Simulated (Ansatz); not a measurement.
# Bulk modulus of fluorite CoSi₂ at several levels of theory

No measured value is used here.

| level (code) | value (GPa) | cell (Å³/atom) |
|---|---|---|
| LDA (Ansatz) | 203 | 12.22 |
| PBE (Ansatz) | 179 | 12.83 |
| revPBE (Ansatz) | 173 | 12.99 |
| PBE-D3(BJ) (Ansatz) | 194 | 12.43 |
| PBEsol-D3(BJ) (Ansatz) | 207 | 12.17 |
| r²SCAN-D4 (Ansatz) | 202 | 12.40 |
| B3LYP (VWN-RPA form) (Ansatz) | 177 | 12.81 |
| r²SCANh (Ansatz) | 205 | 12.37 |
| Hartree–Fock (Ansatz) | 190 | 12.62 |

The crystal itself was run without spin with LDA, PBE, revPBE, PBE-D3(BJ), PBEsol-D3(BJ), r²SCAN-D4, B3LYP (VWN-RPA form), r²SCANh, Hartree–Fock; a magnetic state was not tried in these runs. B3LYP (VWN-RPA form), r²SCANh, Hartree–Fock: the run has no spin polarisation, so it can have missed a magnetic state. Each level is taken at its own relaxed cell. Cutoffs and k meshes differ between the levels. Ansatz's density-functional and Hartree–Fock values are scalar-relativistic unless marked +SOC, with PAW data made under PBE.

Ansatz is a quantum-chemistry and plane-wave program.
